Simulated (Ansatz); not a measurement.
Phonon-limited transport in metals: CuZn (Pm-3m) under several functionals (Ansatz, an electronic-structure program, without spin-orbit coupling). The PBE cell:

CuZn is modelled in the cubic space group Pm-3m (No. 221), the CsCl type structure, Pearson symbol cP2. Cell: a = 2.963 Å, b = 2.963 Å, c = 2.963 Å, α = 90.00°, β = 90.00°, γ = 90.00°. Zn on 1b has 8 Cu at 2.566 Å and 6 Zn at 2.963 Å. Cu on 1a is surrounded by 8 Zn at 2.566 Å and 6 Cu at 2.963 Å. (Neighbours: up to the widest gap in distance over summed covalent radii, below 1.35, at either atom.)

| Functional | cell relaxed with | volume (Å³/atom) | resistivity at 300 K | mean free path at 300 K | electron-phonon coupling λ | logarithmic mean phonon energy |
|---|---|---|---|---|---|---|
| PBE | PBE | 13.00 | 5.0 μΩ·cm | 15.5 nm | 0.34 | 10.5 meV |
| PBEsol | PBEsol | 12.28 | 4.4 μΩ·cm | 17.1 nm | 0.31 | 11.6 meV |

For the resistivity at 300 K, PBE gives 5.0 μΩ·cm and PBEsol 4.4 μΩ·cm: PBE lies 13 % above, no more than the two runs' mesh errors together.

Metals; harmonic phonons alone scatter; means over directions. The mean free path is weighted by the current that each state carries. Halving the electron mesh moves these values by up to 8 %; q meshes are mostly untested. Spin-orbit coupling is left out.
